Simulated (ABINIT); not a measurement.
## Several settings converged on Ni (Fm-3m, 1 atom in the cell)

```
Ni
1.0
    0.00000     1.75472     1.75472
    1.75472     0.00000     1.75472
    1.75472     1.75472     0.00000
Ni
1
Direct
  0.00000   0.00000   0.00000
```
Moments meant for the start (each program seeds them in its own way; μB, in the order of the atoms Ni): 1.0.

Base method: PBE, norm-conserving pseudopotentials (PseudoDojo nc-sr-05 PBE standard) (plane waves; ABINIT).

Base settings: pseudos = [Ni.upf]; ecut = 49 Ha; nsppol = 2; occopt = 7; tsmear = 0.1 eV; ngkpt = 6 6 6; nshiftk = 1; shiftk = 0 0 0; potentials = PseudoDojo nc-sr-05 PBE standard; nband = 15.

The count of work is k-points × plane waves × bands × iterations; it is no time. 

**The cutoff for other potential files**

Level: DFT, PBE, plane waves, norm-conserving pseudopotentials (PseudoDojo nc-sr-05 PBE stringent).

In this ladder: potentials = PseudoDojo nc-sr-05 PBE stringent.

The second cell is the first with its lattice scaled by 0.98.

The mesh stays at the base's, so the ladder's end is converged at best in this setting alone.

Only quantities that move along the ladder and can be compared are tabulated.

```csv
ecut,free energy less the last step's (meV/atom),energy of the compressed cell less the first (meV/atom),pressure (GPa),net moment (μB/atom),count of work / last
23 Ha,49666.59,-31.14,-2279.17,0.639,0.12
29 Ha,13062.04,-63.98,-943.74,0.605,0.15
36 Ha,1767.54,-47.29,-209.98,0.639,0.19
44 Ha,66.48,28.71,-13.74,0.639,0.25
52 Ha,2.03,29.83,0.59,0.639,0.32
62 Ha,1.32,29.83,0.64,0.639,0.46
78 Ha,0.73,29.83,0.66,0.639,0.65
104 Ha,0.00,29.83,0.66,0.639,1.0
```

Coarsest ecut that holds the energy of the compressed cell less the first within 0.5 meV/atom of the last step, with all finer ones: 52 Ha, at 0.32 of the last step's count of work; the step before is off by 1.1 meV/atom.

Coarsest ecut that holds the free energy within 5 meV/atom of the last step, with all finer ones: 52 Ha, at 0.32 of the last step's count of work; the step before is off by 66 meV/atom.

Coarsest ecut that holds the net moment within 0.02 μB/atom of the last step, with all finer ones: 36 Ha, at 0.19 of the last step's count of work; the step before is off by 0.034 μB/atom.

The energy difference between the two cells stays within 1 meV/atom of the last step's from 52 Ha on, the total only from 78 Ha on: much of the error is common to both cells and cancels.

At the lowest cutoff the pressure lies 2280 GPa under the last step's, the usual sign of Pulay stress in an incomplete plane-wave basis.

**The setting fft**

The mesh stays at the base's, so the ladder's end is converged at best in this setting alone.

Only quantities that move along the ladder and can be compared are tabulated.

```csv
boxcutmin,free energy less the last step's (meV/atom),pressure (GPa)
1.2,-51.56,6.01
1.5,0.03,0.66
1.8,0.00,0.66
2.5,0.00,0.66
```

Coarsest boxcutmin that holds the free energy within 5 meV/atom of the last step, with all finer ones: 1.5; the step before is off by 52 meV/atom.

Coarsest boxcutmin that holds the pressure within 0.5 GPa of the last step, with all finer ones: 1.5; the step before is off by 5.4 GPa.

On the base run: the starting cell has typed, rounded lattice constants, without a prior relaxation at this level. Its lattice was rescaled by up to half a per cent. With one magnetic atom in the cell only a parallel order is possible. Without a gap this mesh is coarse (it stands for a supercell whose shortest vector is 15 Å).
